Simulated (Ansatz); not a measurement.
System: ZnS (R3m, No. 160, 36 atoms in the cell; start mp-1201158; a measured phase of this formula has another space group). Method: LDA (Ansatz, a program for electronic structure, plane waves, PAW).

Numerical settings: plane-wave cutoff 520 eV, 8×8×8 k mesh, Fermi–Dirac smearing 0.01 eV, scalar-relativistic PAW data made under PBE.

Cell (relaxed at this level):

ZnS is modelled in the trigonal space group R3m, hexagonal axes (No. 160), Pearson symbol hR36. Cell: a = b = 3.743 Å, c = 165.370 Å, α = β = 90.00°, γ = 120.00°. Zn1 on 3a has 4 S at 2.295–2.297 Å (tetrahedral). Zn2 on 3a is coordinated by 4 S at 2.293 Å (tetrahedral). Zn3 on 3a has 4 S at 2.292 Å (tetrahedral). Zn4 on 3a has 4 S at 2.292 Å (tetrahedral). Zn5 on 3a sees 4 S at 2.292 Å (tetrahedral). Zn6 on 3a has 4 S at 2.292 Å (tetrahedral). Zn7 on 3a sees 4 S at 2.292 Å (tetrahedral). Zn8 on 3a sees 4 S at 2.293 Å (tetrahedral). 28 further independent sites are not listed. (Neighbours: up to the widest gap in distance over summed covalent radii, below 1.35, at either atom; cation-cation and far metal-metal contacts left out.)
(The calculation used a cell of 36 atoms; values per cell refer to that cell.)

Q: Give the computed band gap.

A: 
band gap: 2.15 eV (direct)

The computed numbers hold no vibrational or temperature effects.

Computing time: very roughly 29 core-minutes.

A start named mp-… is a Materials Project structure, which need not be a measured phase.
